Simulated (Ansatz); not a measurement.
The structure below was relaxed with LDA in Ansatz (plane waves to 420 eV, PAW, no spin-orbit coupling), at pressure 4.5 GPa.

Space group Fd-3m, origin choice 1 (No. 227); a = b = c = 3.5206 Å, α = β = γ = 90.00°

| atom | site | symmetry | x | y | z |
|---|---|---|---|---|---|
| C | 8b | -43m | 0.5000 | 0.5000 | 0.5000 |

Q: Write out a cell with all atoms.

A: 
```cif
data_C8
_chemical_formula_sum 'C8'
_space_group_name_H-M_alt 'P 1'
_space_group_IT_number 1
_cell_length_a 3.52059
_cell_length_b 3.52059
_cell_length_c 3.52059
_cell_angle_alpha 90.000
_cell_angle_beta 90.000
_cell_angle_gamma 90.000
loop_
_space_group_symop_operation_xyz
  'x, y, z'
loop_
_atom_site_label
_atom_site_type_symbol
_atom_site_fract_x
_atom_site_fract_y
_atom_site_fract_z
_atom_site_occupancy
C1 C 0.00000 0.00000 0.50000 1
C2 C 0.25000 0.75000 0.25000 1
C3 C 0.00000 0.50000 0.00000 1
C4 C 0.25000 0.25000 0.75000 1
C5 C 0.50000 0.00000 0.00000 1
C6 C 0.75000 0.75000 0.75000 1
C7 C 0.50000 0.50000 0.50000 1
C8 C 0.75000 0.25000 0.25000 1
```
This is the conventional cell.

Load acts through the strain it causes; cell and atoms are relaxed under it. No phonon test of stability was made. The cell was made from C in the diamond structure (space group Fd-3m, No. 227) by this change: pressure 4.5 GPa.

Ansatz is an electronic-structure program.
